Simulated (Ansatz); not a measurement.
The parent structure is WSe₂ (space group P6_3/mmc, No. 194; layered, stacked along the Cartesian z axis).

```yaml
crystal:
  lattice:
    - [3.23049, 0.00000, 0.00000]
    - [-1.61525, 2.79769, 0.00000]
    - [0.00000, 0.00000, 12.41108]
  atoms:
    - { symbol: W, position: [0.66667, 0.33333, 0.75000] }
    - { symbol: W, position: [0.33333, 0.66667, 0.25000] }
    - { symbol: Se, position: [0.66667, 0.33333, 0.38545] }
    - { symbol: Se, position: [0.33333, 0.66667, 0.88545] }
    - { symbol: Se, position: [0.33333, 0.66667, 0.61455] }
    - { symbol: Se, position: [0.66667, 0.33333, 0.11455] }
```

Cartesian axes are those of the cell as printed.

Method: PBEsol-D3(BJ) (Ansatz, a first-principles code, PAW, no SOC).

For the base:

Band gap: 0.67 eV

One thing is altered: compressive biaxial strain of 1.80 % in the plane normal to [001], as in epitaxy on a mismatched substrate; the out-of-plane cell vector and the atoms relax.

Question: What does the calculation give for the ratio −ε⊥/ε∥ after the change?

Answer: The ratio −ε⊥/ε∥ amounts to 0.41.

Question: What happens to the band gap?

Answer: The band gap grows by 0.03 eV, from 0.67 eV to 0.70 eV.

With W present, leaving out spin-orbit coupling can change the band edges. No phonon test of stability was made.
